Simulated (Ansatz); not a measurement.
The reference is GaN in the wurtzite structure (space group P6_3mc, No. 186).

```xyz
4
Lattice="3.1826 0.0000 0.0000 -1.5913 2.7562 0.0000 0.0000 0.0000 5.1854" Properties=species:S:1:pos:R:3 pbc="T T T"
Ga     0.0000     1.8375     0.0010
Ga     1.5913     0.9187     2.5937
N      0.0000     1.8375     1.9539
N      1.5913     0.9187     4.5466
```

Cartesian axes are those of the cell as printed.

Computed with Kohn–Sham DFT with the PBEsol functional, run in Ansatz (a first-principles code) with PAW and 420 eV plane waves, scalar-relativistic without spin-orbit coupling.

For the base:

| Item | Result |
|---|---|
| Band gap | 1.88 eV |
| Electron mass | 0.16 mₑ along c, 0.17 mₑ across (at Γ) |
| Gap character | direct at Γ |
| Shortest interatomic distance | 1.946 Å |

One thing is altered: uniaxial strain ε_xx = +2.40 %, all other strain components held at zero; the atoms relax in the strained cell.

Estimate the effect on the band gap.

The band gap falls by 0.19 eV, from 1.88 eV to 1.69 eV.

Predict the new electron mass.

The electron mass goes from 0.16 mₑ along c, 0.17 mₑ across (at Γ) to 0.15 mₑ along z, 0.16 mₑ across (at Γ).

Predict the new gap character.

The gap character remains direct at Γ.

What happens to the stress?

The stress (xx, yy, zz, yz, xz, xy; compression positive) comes out as (-7.82, -2.87, -2.09, 0.00, 0.00, 0.00) GPa.

Predict the new shortest interatomic distance.

The shortest interatomic distance rises by 0.012 Å (1.946 Å → 1.958 Å).

Masses are band curvatures over ±0.01 Å⁻¹ around the edge. Whether these cells are dynamically stable was not tested. Labels are those of the standard path for the cell's own space group.
